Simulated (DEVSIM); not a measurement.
Structure: abrupt Si p-n junction, at 300 K.

Layer 1 from the left is Si, thickness (μm) 13.0, Na (cm⁻³) 1.4e17, τn (s) 3e-5, τp (s) 1e-6. Layer 2 from the left is Si, thickness (μm) 7.90, Nd (cm⁻³) 1.3e14, τn (s) 1e-6, τp (s) 1e-6.

Left contact: ohmic. Right contact: ohmic. Voltage is applied to the left contact. Recombination: SRH at mid-gap, radiative. Mobility is μmin + (μ − μmin)/(1 + (N/Nref)^α).

Constants are typed, rounded textbook-type inputs, not results; the design itself was drawn at random and stands for no fabricated device. Values at 300 K.

Si: gap (eV) 1.124, affinity (eV) 4.05, permittivity 11.7, Nc (cm⁻³) 2.86e19, Nv (cm⁻³) 3.1e19, μn (cm²/Vs) 1417, μp (cm²/Vs) 470, μn,min 52, μp,min 45, Nref,n 9.7e16, Nref,p 2.2e17, αn 0.68, αp 0.72, B (cm³/s) 4.7e-15.

Q: Estimate by hand the built-in potential, the peak field at zero bias, the capacitance at -1 V, and compare with a numerical solution.

A: 
- Built-in potential: ni = √(Nc Nv) exp(−Eg/2kT) = 1.08e10 cm⁻³ with Eg = 1.124 eV; Vbi = kT/q ln(Na Nd/ni²) = 0.666 V; numerical 0.666 V.
- Peak field at zero bias: depletion approximation: W = √(2εVbi/(qN)) = 2.58 μm with N = 1.30e14 cm⁻³; field = 2Vbi/W = 5170 V/cm; numerical 20700 V/cm (estimate below by 75 %).
- Capacitance at -1 V: C = √(qεN / 2(Vbi + |V|)) = 2.54 nF/cm²; numerical 2.64 nF/cm² (estimate below by 3.6 %).

Model (solved in DEVSIM): 1D drift-diffusion, Boltzmann statistics, complete ionisation; no tunnelling, impact ionisation, image-force lowering or self-heating.
